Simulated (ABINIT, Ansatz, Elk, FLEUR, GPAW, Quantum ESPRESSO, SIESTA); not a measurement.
# Mg6SnSb (Amm2, 8 atoms in the cell) computed with different codes at matched settings

Self-consistent single point, at a second geometry (lattice scaled by 0.98). First geometry:

```
CELL_PARAMETERS angstrom
      5.26180     0.00000     0.00000
      0.00000     3.26125     5.50007
      0.00000    -3.26125     5.50007
ATOMIC_POSITIONS crystal
  Mg 0.00000 0.83342 0.33402
  Mg 0.00000 0.33402 0.83342
  Mg 0.50000 0.66685 0.16769
  Mg 0.50000 0.16769 0.66685
  Mg 0.50000 0.66610 0.66610
  Mg 0.50000 0.16636 0.16636
  Sn 0.00000 0.83277 0.83277
  Sb 0.00000 0.33279 0.33279
```

Shared settings, as Ansatz (an electronic-structure program) writes them: kpoints.mp_grid.grid = 3 3 3; scf.occupations.method = fermi_dirac; scf.occupations.width = 0.1 eV. Potentials and cutoffs stand in the table.

```json
[
 {"code": "GPAW", "model": "PBEsol, GPAW PAW datasets PBEsol (made by gpaw-setup)", "ΔF from the first geometry (meV/atom)": "-3.5", "pressure (GPa)": "0.94", "largest force (eV/Å)": "0.171", "cutoff": "850 eV"},
 {"code": "SIESTA", "model": "GGA PBEsol, numerical atomic orbitals DZP, PseudoDojo PBEsol standard norm-conserving potentials (rewritten from UPF to PSML)", "ΔF from the first geometry (meV/atom)": "20.9", "pressure (GPa)": "4.06", "largest force (eV/Å)": "0.158", "cutoff": "grid 350 Ry"},
 {"code": "FLEUR", "model": "PBEsol, all-electron FLAPW (FLEUR), scalar-relativistic valence", "ΔF from the first geometry (meV/atom)": "-2.8", "pressure (GPa)": "–", "largest force (eV/Å)": "0.162", "cutoff": "Kmax 3.8 1/bohr"},
 {"code": "Elk", "model": "PBEsol, all-electron FP-LAPW, Elk's shipped species files, LAPW+lo basis", "ΔF from the first geometry (meV/atom)": "-5.5", "pressure (GPa)": "–", "largest force (eV/Å)": "–", "cutoff": "rgkmax 7.5"},
 {"code": "ABINIT", "model": "PBEsol, norm-conserving pseudopotentials (PseudoDojo nc-sr-04 PBEsol standard)", "ΔF from the first geometry (meV/atom)": "-2.6", "pressure (GPa)": "1.05", "largest force (eV/Å)": "0.161", "cutoff": "1143 eV"},
 {"code": "Quantum ESPRESSO", "model": "PBEsol, GBRV 1.5 ultrasoft (PBESOL) pseudopotentials", "ΔF from the first geometry (meV/atom)": "-3.0", "pressure (GPa)": "1.02", "largest force (eV/Å)": "0.163", "cutoff": "40 Ry"},
 {"code": "Ansatz", "model": "PBEsol, PAW files made with PBE", "ΔF from the first geometry (meV/atom)": "-3.0", "pressure (GPa)": "1.02", "largest force (eV/Å)": "0.161", "cutoff": "420 eV"}
]
```

Size of the force on each atom (eV/Å): Sizes of forces hide their directions.

| code | Mg1 | Mg2 | Mg3 | Mg4 | Mg5 | Mg6 | Sn7 | Sb8 |
|---|---|---|---|---|---|---|---|---|
| GPAW | 0.030 | 0.030 | 0.171 | 0.171 | 0.021 | 0.169 | 0.061 | 0.030 |
| SIESTA | 0.033 | 0.033 | 0.144 | 0.144 | 0.040 | 0.158 | 0.014 | 0.019 |
| FLEUR | 0.026 | 0.026 | 0.162 | 0.162 | 0.023 | 0.160 | 0.048 | 0.025 |
| ABINIT | 0.025 | 0.025 | 0.161 | 0.161 | 0.019 | 0.157 | 0.048 | 0.025 |
| Quantum ESPRESSO | 0.026 | 0.026 | 0.163 | 0.163 | 0.022 | 0.161 | 0.048 | 0.026 |
| Ansatz | 0.026 | 0.026 | 0.161 | 0.161 | 0.022 | 0.159 | 0.048 | 0.026 |

A dash marks a value that a program does not give, or that is left out as unsure.

No clean gap comes from Elk: levels at the Fermi energy touch, overlap or are partly filled at this smearing.

On Ansatz's run: spin-orbit coupling is off.

The spread over the programs that give each value: ΔF from the first geometry within 26.4 meV/atom; pressure within 3.12 GPa; largest force within 0.013 eV/Å.

SIESTA uses small atom-centred bases, whose incompleteness enters pressures, forces and empty levels differently from a plane-wave cutoff. FLEUR and Elk treat all electrons, but the usual bases taken here (sphere radii, linearisation, local orbitals, empty states) were not tested for convergence, so the values are no reference for the others. Ansatz's pressure is given at a fixed set of plane waves, as the other plane-wave codes print theirs. In the pressure, SIESTA (by 3.04) lies more than 1 GPa from the median of the plane-wave programs.

The shared mesh is coarse (it stands for a supercell whose shortest vector is 15 Å), so the values are not converged in it.

The starting cell comes from a database of computed structures (which also holds hypothetical and non-ambient phases and stackings), without a prior relaxation at this level. For this run, on top of that: lattice scaled by 0.98.

Left out of this page: CP2K (unsound by tests on forces, stress, charge or solver warnings).

Keys are those of Ansatz 0.2.
